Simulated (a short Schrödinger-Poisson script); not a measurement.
Stack: gated Al0.2Ga0.8As/GaAs δ-doped gas, at 77 K.

```tsv
layer	material	thickness (nm)	Na (cm⁻³)
1	Al0.2Ga0.8As	15	-
2	Al0.2Ga0.8As	2	-
3	GaAs	6000	1e15
```

The device is made up for the run: typed textbook-type constants, with dimensions and the other settings drawn at random. Al0.2Ga0.8As: permittivity 12.33, conduction-band edge (eV) 0.158, gap (eV) 1.673, electron mass (mₑ) 0.0836, Nv at 300 K (cm⁻³) 9e18. GaAs: permittivity 12.9, conduction-band edge (eV) 0, gap (eV) 1.424, Nv at 300 K (cm⁻³) 9e18.

Channel valleys (confinement mass, in-plane density-of-states mass, number): Γ 0.067, 0.067, 1. At the gate the conduction-band edge of layer 1 lies 0.91 eV − eVg above the Fermi level of the channel; the field vanishes at the back. Sheet of ionised δ-doping: +1.9e12 e/cm² at 15 nm from the gate. The barrier under the gate holds no holes. Gaps are held at their typed values at every temperature. Mesh 0.08 nm at interfaces.

Solved with a short Schrödinger-Poisson script written for these runs: 1D Poisson equation in equilibrium, electrons quantum, Hartree (BenDaniel-Duke, 40 states a valley, the channel's in-plane mass for all, wave functions free to enter the barrier), parabolic valleys, classical holes, full ionisation, no traps, pinning or gate leakage.

The same stack at other levels of the model or other numerical settings:

```
run                                                                  sheet density of all electrons at Vg = 0.5 V (cm⁻²)  capacitance at Vg = 0.5 V (μF/cm²)  centroid of the channel electrons at Vg = 0.5 V (nm)  gate voltage at 1e11 electrons/cm² (V)  rough cost against the base
-------------------------------------------------------------------  ---------------------------------------------------  ----------------------------------  ----------------------------------------------------  --------------------------------------  ---------------------------
base                                                                                                             3.08e11                               0.470                                                  6.75                                    0.43                      about 1
electrons treated as classical, Boltzmann                                                                        4.18e11                               0.582                                                  2.11                                    0.41                         0.04
electrons treated as classical, Fermi-Dirac                                                                      3.45e11                               0.473                                                  4.31                                    0.42                          0.2
electrons treated as quantum, Hartree plus LDA exchange-correlation                                              3.31e11                               0.485                                                  6.41                                    0.43                      about 1
mesh six times as coarse                                                                                         3.08e11                               0.470                                                  6.72                                    0.43                          0.3
one subband a valley                                                                                             3.07e11                               0.469                                                  6.46                                    0.43                          0.3
```

The classical rows ignore confinement, and Boltzmann statistics overrate the density once the band edge passes the Fermi level.
